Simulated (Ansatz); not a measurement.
## Ag, response to strain

Base system: Ag in the fcc (Cu type) structure (space group Fm-3m, No. 225; a = 4.0009 Å; relaxed with 0.1 eV smearing). Axes: x, y, z lie along the cube axes.

Strains are applied to the cell and any free atomic positions relax.

All numbers come from plane-wave PAW DFT at the LDA level (Ansatz, a first-principles code, 420 eV), without spin-orbit coupling.

Notes on the quantities. energy relative to the base: free energy F.

| variant | volume per atom | energy relative to the base |
|---|---|---|
| base | 16.01 Å³ | 0 meV/atom |
| tensor shear ε_xy = +0.86 % | 16.01 Å³ | +0.9 meV/atom |
| tensor shear ε_xy = +0.57 % | 16.01 Å³ | +0.4 meV/atom |
| tensor shear ε_xy = +0.29 % | 16.01 Å³ | +0.1 meV/atom |
| tensor shear ε_xy = +1.14 % | 16.01 Å³ | +1.6 meV/atom |
| tensor shear ε_xy = +1.43 % | 16.01 Å³ | +2.5 meV/atom |
| tensor shear ε_xy = +2.00 % | 16.00 Å³ | +4.9 meV/atom |
| tensor shear ε_xy = +1.71 % | 16.01 Å³ | [?] |

### Question
What belongs in the blanks?

### Answer

- tensor shear ε_xy = +1.71 %, energy relative to the base: +3.6 meV/atom

No phonon test of stability was made.
